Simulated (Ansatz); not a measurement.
Input:

```yaml
crystal:
  lattice:
    - [0.00000, 2.97968, 2.97968]
    - [2.97968, 0.00000, 2.97968]
    - [2.97968, 2.97968, 0.00000]
  atoms:
    - { symbol: In, position: [0.00000, 0.00000, 0.00000] }
    - { symbol: P, position: [0.25000, 0.25000, 0.25000] }
```

Calculation: PBE, rigid bands (plane waves, PAW, scalar-relativistic; Ansatz, a program for electronic structure). Condition of this run: functional PBE, cell relaxed with it. Geometry: cell and atoms relaxed with PBE.

Question: Predict the electron conductivity mass (n e² τ/σ) at 300 K, by direction if it differs.

Answer: 0.047 mₑ.

Question: And the band gap?

Answer: 0.44 eV at this level; semilocal functionals usually fall short of the measured gap.

Rigid bands, one relaxation time for all states, no polarons. Spin-orbit coupling is left out; where it splits the top of the valence band it changes the hole mass and lowers the gap by about a third of the splitting.
